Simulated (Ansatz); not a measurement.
Fermi-surface data of ZrN (Immm)

Given:

```
CELL_PARAMETERS angstrom
     -0.00469     2.27460     2.27723
      2.27460    -0.00469     2.27723
      2.26992     2.26992     0.00000
ATOMIC_POSITIONS crystal
  Zr 0.50000 0.50000 0.50000
  N  0.00000 0.00000 0.00000
```

Calculation: PBEsol, rigid bands (plane waves, PAW, scalar-relativistic; Ansatz, an electronic-structure program). Condition of this run: uniaxial stress along [110] of 1 GPa (compression positive) (the target of the relaxation). Cell: cell and atoms relaxed with PBEsol, then loaded as said.

| Property | Result |
|---|---|
| density of states at the Fermi level | 0.649 states/(eV·cell), both spins |
| bare Sommerfeld coefficient | 0.77 mJ/(mol of atoms·K²) |
| Drude plasma energy | 8.9 eV |
| root-mean-square Fermi velocity | 1.1e6 m/s |
| resistivity times τ | 6.2 ×10⁻²² Ω·m·s |

A metal at this level (no band gap); rigid bands, thermally averaged at 300 K, both spins. Spin-orbit coupling is left out. τ is one relaxation time for all states.
